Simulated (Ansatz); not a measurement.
The reference is ZnS in the wurtzite structure (space group P6_3mc, No. 186).

```yaml
crystal:
  lattice:
    - [3.78216, 0.00000, 0.00000]
    - [-1.89108, 3.27545, 0.00000]
    - [0.00000, 0.00000, 6.20765]
  atoms:
    - { symbol: Zn, position: [0.33333, 0.66667, 0.00042] }
    - { symbol: Zn, position: [0.66667, 0.33333, 0.50042] }
    - { symbol: S, position: [0.33333, 0.66667, 0.37458] }
    - { symbol: S, position: [0.66667, 0.33333, 0.87458] }
```

Cartesian axes are those of the cell as printed.

Method: Ansatz (a quantum-chemistry and plane-wave program), PBEsol, PAW, cutoff 420 eV, spin-orbit coupling left out.

Before the change:

| Item | Result |
|---|---|
| Band gap | 2.15 eV |

Modification: tensile biaxial strain of 3.00 % in the plane normal to [001], as in epitaxy on a mismatched substrate; the out-of-plane cell vector and the atoms relax.

**Question.** What does the calculation give for the in-plane stress, band gap and out-of-plane strain after the change?

**Answer.** The mean in-plane stress (compression positive) is -4.3 GPa; the band gap decreases by 0.20 eV (2.15 eV → 1.95 eV); the out-of-plane strain is -1.78 %.

No phonon test of stability was made.
